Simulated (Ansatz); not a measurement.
Amorphous hafnium silicate (Hf9Si21O60), 90 atoms at 4.31 g/cm³, one PBE-relaxed geometry, zone centre. Methods: PBE, scalar-relativistic without spin-orbit coupling (Ansatz, an electronic-structure program); r2SCAN, scalar-relativistic without spin-orbit coupling (Ansatz). Plane waves to 420 eV (r2SCAN 500 eV). At PBE the levels at the filled edge of the gap are localised (band-tail or defect states), and the nearest spread-out levels lie 4.5 eV apart at the zone centre. All rungs ran without spin polarisation.

The cell was made by melting and quenching with the CHGNet potential and then relaxed with DFT. O atoms were pushed apart under 1.9 Å during the dynamics, to hinder bonds among them. The hot cell started wider than the set density and was brought back towards it in steps. It is the lowest in DFT energy of 4 quenches. It is a model cell: composition and starting density were chosen by hand, and all elements were melted together. No dispersion term was used. Its density started from a set value of 4.32 and ended at 4.31 g/cm³. The quench (nominally 300 K/ps over its main leg) was far faster than any real one, so the model tends to hold more defects than a real film. Values belong to this one cell and scatter from quench to quench. The volume was held where the preparation left it, at a PBE pressure of 1.2 GPa. Stress components on the final sampling reach 2.3 GPa.

The relaxation ran on the zone centre alone. At PBE the level gap is 4.21 eV on a 2×2×2 Γ-centred mesh, and the spacing at the zone centre alone 4.22 eV.

What zone-centre spacing does r2SCAN give, roughly?

4.69 eV (+0.48 eV against PBE).

The highest filled and the lowest empty state spread over these numbers of atoms (participation numbers): PBE: 4.9 and 7.0; r2SCAN: 4.8 and 6.2.
